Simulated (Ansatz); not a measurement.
## TiRh3 (Pm-3m): band-structure transport figures

Data:

```
CELL_PARAMETERS angstrom
      3.79970     0.00000     0.00000
      0.00000     3.79970     0.00000
      0.00000     0.00000     3.79970
ATOMIC_POSITIONS crystal
  Ti 0.00000 0.00000 0.00000
  Rh 0.50000 0.50000 0.00000
  Rh 0.00000 0.50000 0.50000
  Rh 0.50000 0.00000 0.50000
```

The numbers are results of PBEsol, rigid bands (plane waves, PAW, scalar-relativistic; Ansatz, a first-principles code), not measurements. How the cell was made: cell and atoms relaxed with PBEsol.

```
Quantity                                                          Value
------------------------------------  ---------------------------------
density of states at the Fermi level  3.42 states/(eV·cell), both spins
bare Sommerfeld coefficient                    2.0 mJ/(mol of atoms·K²)
Drude plasma energy                                              6.2 eV
root-mean-square Fermi velocity                               4.8e5 m/s
resistivity times τ                                   12.9 ×10⁻²² Ω·m·s
```

A metal at this level (no band gap); rigid bands, thermally averaged at 300 K, both spins. Spin-orbit coupling is left out. τ is one relaxation time for all states.

Formula and space group known from diffraction (Crystallography Open Database), not checked to be the room-temperature form: TiRh3 (Pm-3m).
